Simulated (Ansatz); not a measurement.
Al vacancy + O on the N site + O on the N site in wurtzite AlN (the name describes the start): one set of geometries, relaxed with PBE, evaluated in Ansatz (PAW, plane waves to 420 eV, 500 eV under r2SCAN) with PBE, r2SCAN.

Cell and caveats: 96-site cell; 2×2×2 shifted k-points; start: the Al site; N 1.90 Å away; N 1.90 Å away; charged states image-corrected; not converged in cell size; relaxed from one start, so a lower configuration may exist; flagged in the runs: a host whose relaxation on this sampling wasn't shown to rest, a strain field that reaches the edge of the cell.

```json
[
 {"quantity": "host gap (eV)", "PBE": "4.03", "r2SCAN": "4.67"},
 {"quantity": "ε(+1/0) above the VBM (eV)", "PBE": "0.32", "r2SCAN": "0.71"},
 {"quantity": "largest moment on one atom at charge +1 (μB)", "PBE": "0.52", "r2SCAN": "0.57"},
 {"quantity": "neutral formation energy against fcc Al, N2 molecule in a box, O2 molecule in a box (eV)", "PBE": "-0.69", "r2SCAN": "-0.34"},
 {"quantity": "largest moment on one atom at charge 0 (μB)", "PBE": "0.30", "r2SCAN": "0.34"}
]
```

PBE narrows the gap by 0.64 eV against r2SCAN, the highest level run, and puts the level shown 0.39 eV lower above the valence-band maximum (from the rounded values).

Ansatz is an electronic-structure program.
